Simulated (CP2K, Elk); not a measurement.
A CP2K input for a self-consistent single point of CuZn (Pm-3m, 2 atoms in the cell) (DFT PBE, GPW, DZVP-MOLOPT-SR-GTH basis, GTH-PBE potentials (GTH_POTENTIALS)):

```
&GLOBAL
  PROJECT run
  RUN_TYPE ENERGY_FORCE
  PRINT_LEVEL MEDIUM
&END GLOBAL
&FORCE_EVAL
  METHOD Quickstep
  STRESS_TENSOR ANALYTICAL
  &DFT
    BASIS_SET_FILE_NAME BASIS_MOLOPT
    POTENTIAL_FILE_NAME GTH_POTENTIALS
    &QS
      METHOD GPW
      EPS_DEFAULT 1E-10
    &END QS
    &MGRID
      CUTOFF 600
      REL_CUTOFF 60
      NGRIDS 5
    &END MGRID
    &SCF
      SCF_GUESS ATOMIC
      EPS_SCF 1E-6
      MAX_SCF 100
      ADDED_MOS 5
      &DIAGONALIZATION
        ALGORITHM STANDARD
      &END DIAGONALIZATION
      &MIXING
        METHOD BROYDEN_MIXING
        ALPHA 0.3
        NBUFFER 12
      &END MIXING
      &SMEAR ON
        METHOD GAUSSIAN
        SIGMA [eV] 0.272
      &END SMEAR
    &END SCF
    &KPOINTS
      SCHEME MONKHORST-PACK 7 7 7
    &END KPOINTS
    &XC
      &XC_FUNCTIONAL PBE
      &END XC_FUNCTIONAL
    &END XC
    &PRINT
      &MO
        EIGENVALUES T
        OCCUPATION_NUMBERS T
        NDIGITS 8
        FILENAME mo
        &EACH
          QS_SCF 0
        &END EACH
        ADD_LAST NUMERIC
      &END MO
      &MULLIKEN ON
      &END MULLIKEN
    &END PRINT
  &END DFT
  &SUBSYS
    &CELL
      ABC 2.93292000 2.93292000 2.93292000
      ALPHA_BETA_GAMMA 90.00000000 90.00000000 90.00000000
      PERIODIC XYZ
    &END CELL
    &COORD
      SCALED
      Zn       0.50000000     0.50000000     0.50000000
      Cu       0.00000000     0.00000000     0.00000000
    &END COORD
    &KIND Zn
      BASIS_SET DZVP-MOLOPT-SR-GTH
      POTENTIAL GTH-PBE-q12
    &END KIND
    &KIND Cu
      BASIS_SET DZVP-MOLOPT-SR-GTH
      POTENTIAL GTH-PBE-q11
    &END KIND
  &END SUBSYS
  &PRINT
    &FORCES ON
    &END FORCES
    &STRESS_TENSOR ON
    &END STRESS_TENSOR
  &END PRINT
&END FORCE_EVAL
```

**Question.** Write the same calculation as an input for Elk.

**Answer.** This is the input that was run; spellings and numerical settings could be chosen otherwise.

```
tasks
  0

xctype
  20

rgkmax
  7.5

gmaxvr
  14.0

nxlo
  2

lorbcnd
  .true.

rmtscf
  0.96

lmaxi
  3

stype
  0

swidth
  0.00999582

avec
    5.5424155454    0.0000000000    0.0000000000
    0.0000000000    5.5424155454    0.0000000000
    0.0000000000    0.0000000000    5.5424155454

atoms
  2   : nspecies
  'Zn.in'   : spfname
  1   : natoms; atposl, bfcmt below
  0.5000000000  0.5000000000  0.5000000000    0.0 0.0 0.0
  'Cu.in'   : spfname
  1   : natoms; atposl, bfcmt below
  0.0000000000  0.0000000000  0.0000000000    0.0 0.0 0.0

ngridk
  7 7 7
```

Basis, cutoffs, solver keys and any potentials are the target program's own. This input uses DFT, PBE, all-electron FP-LAPW, Elk's shipped species files, APW+lo basis with extra local orbitals.

The starting cell has typed, rounded lattice constants, without a prior relaxation at this level. Its lattice was rescaled by a random factor within 2.5 % of one. For this run, on top of that: lattice scaled by 0.98.
